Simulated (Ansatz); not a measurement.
The reference is Ge in the diamond structure (space group Fd-3m, No. 227; a = 5.676 Å).

The other end (x = 1) is Zn in the diamond structure (space group Fd-3m, No. 227; a hypothetical phase, not in the database extracts checked): 22.61 Å³/atom, gap zero; this end may not be an ambient phase.

Computed with Ansatz (a program for electronic structure) PBEsol, scalar-relativistic without spin-orbit coupling.

Zn replaces a fraction x of Ge; each row is one arrangement (x, atoms in the cell, starting space group or random), fully relaxed.

One change was made to it. Results:

The mixing energy amounts to -0.28 eV/atom (to 0.01 eV only: unlike meshes or grids) (against an end that may be hypothetical); the shortest interatomic distance rises by 0.1626 Å (2.458 Å → 2.620 Å).

What was done to the base?
(A) x(Zn) = 0.375, 8 atoms, C2
(B) x(Zn) = 0.667, 6 atoms, P-3m1
(C) x(Zn) = 0.375, 8 atoms, P-4m2
(D) x(Zn) = 0.75, 8 atoms, Cmcm

D, x(Zn) = 0.75, 8 atoms, Cmcm. For comparison, the shortest interatomic distance in the other runs: x(Zn) = 0.667, 6 atoms, P-3m1 gives 2.475 Å; x(Zn) = 0.375, 8 atoms, C2 gives 2.472 Å; x(Zn) = 0.375, 8 atoms, P-4m2 gives 2.457 Å.

Each cell is one ordered arrangement of few atoms, which overstates ordering effects compared with a random alloy. No phonon test of stability was made. All final runs are without spin polarisation. Under x(Zn) = 0.75, 8 atoms, Cmcm, x(Zn) = 0.667, 6 atoms, P-3m1 and x(Zn) = 0.375, 8 atoms, C2 and more the cell changed shape so far that it is another structure. The zero or small gap of Ge can change with the level of theory.
